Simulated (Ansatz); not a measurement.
Start from Zr in the hcp (Mg type) structure (space group P6_3/mmc, No. 194; a = 3.244 Å, c = 5.158 Å; relaxed with 0.1 eV smearing). Axes: x lies along a and z along c of the hexagonal cell.

All numbers come from r2SCAN (Ansatz, a program for electronic structure, PAW, scalar-relativistic without spin-orbit coupling), earlier PAW set.

Before the change:

```
Quantity    Value
--------  -------
Pressure  0.0 GPa
```

Now apply this change: biaxial strain +4.16 %, plane normal [001], relaxed out of plane (Cartesian); in-plane vectors clamped, the third vector and the atoms free.

Problem. Predict the new pressure and ratio −ε⊥/ε∥.

Solution. The pressure (mean of the normal stresses, compression positive) goes from zero to -4.2 GPa; the ratio −ε⊥/ε∥ is 0.71.

Stability against distortions was not tested. The final runs are not spin-polarised.
